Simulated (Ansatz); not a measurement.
Input:

```yaml
crystal:
  lattice:
    - [4.46492, 0.00000, 0.00000]
    - [-2.23246, 3.86673, 0.00000]
    - [0.00000, 0.00000, 9.75823]
  atoms:
    - { symbol: Hg, position: [0.76396, 0.00000, 0.66667] }
    - { symbol: Hg, position: [0.00000, 0.76396, 0.33333] }
    - { symbol: Hg, position: [0.23604, 0.23604, 0.00000] }
    - { symbol: S, position: [0.44737, 0.00000, 0.16667] }
    - { symbol: S, position: [0.00000, 0.44737, 0.83333] }
    - { symbol: S, position: [0.55263, 0.55263, 0.50000] }
```

No spin polarisation.

Hole doping at 3.0×10^21 cm⁻³ (0.505 per cell), with a uniform compensating background at fixed cell and a 300 K Fermi–Dirac width.

Method: PBE (Ansatz, a first-principles code; PAW; 420 eV plane waves; no SOC). k-mesh 12×12×5 (Γ-centred); smearing 0.0259 eV (Fermi–Dirac).

Question: Predict the gap between the host's bands and Fermi level from band edge.

Answer: The gap between the host's bands is 1.87 eV. The Fermi level relative to the doped band's edge (positive inside the band; to 0.05 eV) is +0.15 eV.

Charged cell with a jellium background: band edges are those of the host's band count, energies are not comparable with the neutral cell, and many-body gap narrowing is missing. With Hg present, leaving out spin-orbit coupling can change the band edges. No phonon test of stability was made. The cell was made from HgS (space group P3_221, No. 154; made of chains) by this change: holes 3.0×10^21 cm⁻³. No dispersion term is included, though the crystal is made of layers, chains or molecules, so its spacings can come out too wide.
